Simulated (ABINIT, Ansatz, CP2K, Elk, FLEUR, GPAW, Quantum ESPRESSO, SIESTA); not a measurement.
## Code comparison for SiO2 (P4_2/mnm, 6 atoms in the cell)

Self-consistent single point, at a second geometry (lattice scaled by 0.98). First geometry:

```
SiO2
1.0
    4.16205     0.00000     0.00000
    0.00000     4.16205     0.00000
    0.00000     0.00000     2.64824
Si O
2 4
Cartesian
  2.08103   2.08103   1.32412
  0.00000   0.00000   0.00000
  2.88497   2.88497   0.00000
  1.27708   1.27708   0.00000
  3.35811   0.80394   1.32412
  0.80394   3.35811   1.32412
```

Shared settings, as Ansatz (a program for electronic structure) writes them: kpoints.mp_grid.grid = 4 4 6; scf.occupations.method = fixed. Potentials and cutoffs stand in the table.

| code | model | ΔF from the first geometry (meV/atom) | pressure (GPa) | largest force (eV/Å) | gap on the mesh (eV) | cutoff |
|---|---|---|---|---|---|---|
| Elk | PBE, all-electron FP-LAPW, Elk's shipped species files, default APW+lo basis | – | – | – | 7.073 | default |
| Quantum ESPRESSO | PBE, PSlibrary PAW (PBE) pseudopotentials | 81.5 | 41.85 | 0.870 | 7.016 | 55 Ry |
| GPAW | PBE, GPAW PAW datasets PBE (gpaw-data 1.0.1) | 95.9 | – | 1.004 | 7.030 | 900 eV |
| CP2K | PBE, GPW, DZVP-MOLOPT-SR-GTH basis, GTH-PBE potentials (GTH_POTENTIALS) | 80.6 | 41.66 | 0.659 | 6.996 | grid 450 Ry |
| SIESTA | GGA PBE, numerical atomic orbitals DZP, PseudoDojo PBE standard norm-conserving potentials (rewritten from UPF to PSML) | 89.2 | 45.08 | 0.935 | 6.903 | grid 350 Ry |
| Ansatz | PBE, default PAW files | 80.6 | 40.77 | 0.857 | 7.039 | default |
| ABINIT | PBE, PAW (JTH v2.0 PBE PAW) | 72.5 | 38.00 | 0.779 | 7.027 | 24 Ha |
| FLEUR | PBE, all-electron FLAPW (FLEUR), scalar-relativistic valence | 87.2 | – | 0.774 | 7.078 | Kmax 4.2 1/bohr |

For Ansatz (by 0.7 GPa) the energy change implies a higher mean pressure, against the two pressures, than for the other programs: a sign of finite-basis (Pulay) stress.

A dash marks a value that a program does not give, or that is left out as unsure.

Gaps are read on the mesh.

The spread over the programs that give each value: ΔF from the first geometry within 23.4 meV/atom; pressure within 7.08 GPa; largest force within 0.345 eV/Å; gap on the mesh within 0.175 eV.

CP2K and SIESTA use small atom-centred bases, whose incompleteness enters pressures, forces and empty levels differently from a plane-wave cutoff. Elk and FLEUR treat all electrons, but the usual bases taken here (sphere radii, linearisation, local orbitals, empty states) were not tested for convergence, so the values are no reference for the others. Ansatz's pressure is given at a fixed set of plane waves, as the other plane-wave codes print theirs; with its correction for the finite basis it is 41.84 GPa (the shift of 1.07 GPa shows how far the cutoff is from converged). The pressure of GPAW is left out: its cutoff lies under the one at which its stress was checked. In the gap, SIESTA (by 0.126) lies more than 0.12 eV from the median of the plane-wave programs. In the force vectors, GPAW (by 0.141), CP2K (by 0.205), ABINIT (by 0.084) and FLEUR (by 0.089) lie more than 0.08 eV/Å from the median of the plane-wave programs.

The starting cell comes from a database of computed structures (which also holds hypothetical and non-ambient phases and stackings), without a prior relaxation at this level. Its lattice was rescaled by a random factor within 2.5 % of one. For this run, on top of that: lattice scaled by 0.98.

Keys are those of Ansatz 0.2.
